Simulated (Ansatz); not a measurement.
## What pressure 4.5 GPa does to PbTe

Take PbTe in the rock salt structure (space group Fm-3m, No. 225; a = 6.5695 Å) as the base.

One thing is altered: cell and atoms relaxed at a pressure of 4.5 GPa.

Method: Ansatz (an electronic-structure program), PBE, PAW, cutoff 420 eV, without spin-orbit coupling. k-mesh 9×9×9 (Γ-centred); smearing 0.05 eV (Fermi–Dirac).

- Volume per atom = 32.25 Å³ (base 35.44 Å³)
- Density = 8.62 g/cm³ (base 7.84 g/cm³)
- Lattice parameter a = 6.366 Å (base 6.569 Å)
- Shortest interatomic distance = 3.183 Å (base 3.285 Å)
- Band gap = 0.63 eV (base 0.83 eV)
- Gap character = direct at L (base direct at L)
- Mean gap deformation potential ΔEg/Δln V = +2.1 eV
- Width of the top valence band = 3.09 eV (base 2.52 eV)
- Electron mass = 0.25 mₑ along k, 0.10 mₑ across (at L) (base 0.31 mₑ along k, 0.11 mₑ across (at L))
- Hole mass = 0.36 mₑ along k, 0.064 mₑ across (at L) (base 0.49 mₑ along k, 0.092 mₑ across (at L))
- Valley order (the lowest conduction-band minima on the path, energy above the VBM, named in the base's zone) = L along ⟨111⟩ 0.63 eV; a point along ⟨110⟩, about 0.5 Å⁻¹ from Γ 1.24 eV; a point along ⟨100⟩, about 0.4 Å⁻¹ from Γ 1.75 eV (base L along ⟨111⟩ 0.83 eV; a point along ⟨110⟩, about 0.5 Å⁻¹ from Γ 1.36 eV; a point along ⟨100⟩, about 0.3 Å⁻¹ from Γ 1.81 eV)

Final structure:

```xyz
2
Lattice="0.0000 3.1830 3.1830 3.1830 0.0000 3.1830 3.1830 3.1830 0.0000" Properties=species:S:1:pos:R:3 pbc="T T T"
Te     3.1830     3.1830     3.1830
Pb     0.0000     0.0000     0.0000
```

Spin-orbit coupling, missing from the scalar runs, can matter with Pb and Te. Load acts through the strain it causes; cell and atoms are relaxed under it. Effective masses come from finite differences of ±0.01 Å⁻¹. Along k means along the line from Γ to the band edge. Whether these cells are dynamically stable was not tested.
